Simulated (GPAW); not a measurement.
A self-consistent single point of LaCu₂Ge₂ (I4/mmm, 5 atoms in the cell) with GPAW.

Level of theory: LDA (Perdew-Wang 92), GPAW PAW datasets LDA (gpaw-data 1.0.1) (plane waves; GPAW).

```
La(CuGe)2
1.0
   -2.11040     2.11040     5.06618
    2.11040    -2.11040     5.06618
    2.11040     2.11040    -5.06618
La Cu Ge
1 2 2
Direct
  0.00000   0.00000   0.00000
  0.25000   0.75000   0.50000
  0.75000   0.25000   0.50000
  0.62606   0.62606   0.00000
  0.37394   0.37394   0.00000
```

Reference input (self-consistent single point, DFT LDA (Perdew-Wang 92), plane waves, GPAW PAW datasets LDA (gpaw-data 1.0.1)): mode = pw; ecut = 800 eV; xc = LDA; kpts = 7 7 7; mesh shift (steps) = 0 0 0; occupations.name = methfessel-paxton; occupations.width = 0.05 eV; occupations.order = 0; nbands = -11; convergence.density = 1e-05 e/electron; symmetry.symmorphic = false; symmetry.tolerance = 0.0005. This run's input differs from it in these lines:

```diff
@@ -17,3 +17,3 @@
             xc='LDA',
-            kpts=(7, 7, 7),
+            kpts=(5, 5, 5),
             occupations={'name': 'methfessel-paxton', 'width': 0.05, 'order': 0},
```

Output (repeated stretches shortened):

```
     iter     time        total  log10-change:
                         energy   eigst   dens
iter:   1 --:--:--   -32.467292
iter:   2 --:--:--   -29.663358   -0.72  -1.10
iter:   3 --:--:--   -28.410217   -0.47  -1.23
iter:   4 --:--:--   -28.336861   -0.52  -1.37
iter:   5 --:--:--   -28.722873   -0.82  -1.53
iter:   6 --:--:--   -28.523202   -1.98  -1.64
iter:   7 --:--:--   -30.260317   -0.76  -1.66
iter:   8 --:--:--   -28.130124   -0.33  -1.41
iter:   9 --:--:--   -28.136064   -1.77  -2.32
iter:  10 --:--:--   -28.137024c  -2.53  -2.62
iter:  11 --:--:--   -28.137190c  -3.33  -2.72
iter:  12 --:--:--   -28.137220c  -4.06  -2.74
iter:  13 --:--:--   -28.137153c  -4.03  -2.74
iter:  14 --:--:--   -28.142767c  -3.03  -2.77
   [... 9 lines left out ...]
iter:  24 --:--:--   -28.136748c  -6.06  -3.99
iter:  25 --:--:--   -28.136735c  -5.50  -3.85
iter:  26 --:--:--   -28.136735c  -6.87  -4.60
iter:  27 --:--:--   -28.136735c  -6.96  -4.66
iter:  28 --:--:--   -28.136735c  -8.28c -4.67
iter:  29 --:--:--   -28.136735c  -7.13  -4.70
iter:  30 --:--:--   -28.136735c  -7.34  -4.77
iter:  31 --:--:--   -28.136735c  -7.31  -4.68
iter:  32 --:--:--   -28.136735c  -8.03c -5.42c
Converged after 32 iterations.

Dipole moment: (-0.000000, 0.000000, 0.000000) |e|*Ang

Energy contributions relative to reference atoms: (reference = -434876.452434)

Kinetic:         +6.800649
Potential:       -7.241069
External:        +0.000000
XC:             -27.361667
Entropy (-ST):   -0.004027
Local:           -0.332634
SIC:             +0.000000
--------------------------
Free energy:    -28.138748
Extrapolated:   -28.136735

Showing only first 2 kpts
 Kpt  Band  Eigenvalues  Occupancy
  0    18      7.23412    2.00000
  0    19      8.51081    2.00000
  0    20      9.76401    0.00000
  0    21      9.76401    0.00000

  1    18      7.85362    2.00000
  1    19      8.09838    2.00000
  1    20      8.19752    2.00000
  1    21     10.80286    0.00000

Fermi level: 9.03726

No gap
No difference between direct/indirect transitions
Energy (eV): -28.136735

Forces in eV/Ang:
  0 La    0.00000    0.00000    0.00000
  1 Cu    0.00000    0.00000    0.00000
  2 Cu    0.00000    0.00000    0.00000
  3 Ge    0.00000   -0.00000    0.22317
  4 Ge    0.00000   -0.00000   -0.22317

Stress tensor:
     0.036142     0.000000     0.000000
     0.000000     0.036142     0.000000
     0.000000     0.000000     0.031911
Stress (GPa, Voigt): [5.7905 5.7905 5.1126 0.     0.     0.    ]
```

The run converged in 32 iterations. GPAW prints stress with tension positive. Against the reference run the free energy drops by 1.8 meV/atom, the pressure hardly changes (-5.48 to -5.56 GPa) and the largest force goes from 0.123 to 0.223 eV/Å.

The starting cell comes from a database of computed structures (which also holds hypothetical and non-ambient phases and stackings), without a prior relaxation at this level. Spin polarisation is off. With a pressure of about -6 GPa the cell is away from its equilibrium volume at this level.

Cost on one core of a shared machine: roughly 90 s.
